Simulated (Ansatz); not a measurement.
Functionals compared on H on the 1x1 (110) surface of bcc V, one in a 2x2 cell, started at the site 'bridge V-V (span 3.0 Å)', in Ansatz (plane waves, PAW). The structure was relaxed with PBE; the other rows are single points on it, each with its references at the same level. Cutoff 420 eV (500 eV for r2SCAN).

Set-up: 17 atoms, 6.1 Å thick at the start under the adsorbate (thin: gaps and levels are the slab's own); mesh 6x6x1; 0.1 eV smearing; dipole correction on; 8 atoms held, the rest relaxed; held to the start's symmetry, so lower structures may exist; no spin, no spin-orbit, no U, no dispersion correction. At the end it is bonded to 2 V. In PBE this state lies 0.10 eV over the lowest of the starts that converged ('hollow V-V-V'). These notes are the PBE run's. Adsorption energies are against ½ H2(g). A negative adsorption energy means that the adsorbate is more stable on the surface than in its reference.

| functional | adsorption energy (eV) | work function of the top face (eV) | change of the work function (eV) | rough cost of the single point |
|---|---|---|---|---|
| PBE | -0.89 | 4.63 | -0.10 | – |
| RPBE | -0.79 | 4.50 | -0.11 | roughly 100 core-seconds |
| r2SCAN | [?] | [?] | [?] | very roughly 3 core-minutes |

**Question.** Fill in the missing entries.

**Answer.** 
- r2SCAN, adsorption energy (eV): -1.03
- r2SCAN, work function of the top face (eV): 4.72
- r2SCAN, change of the work function (eV): -0.14

Ansatz is an electronic-structure program.
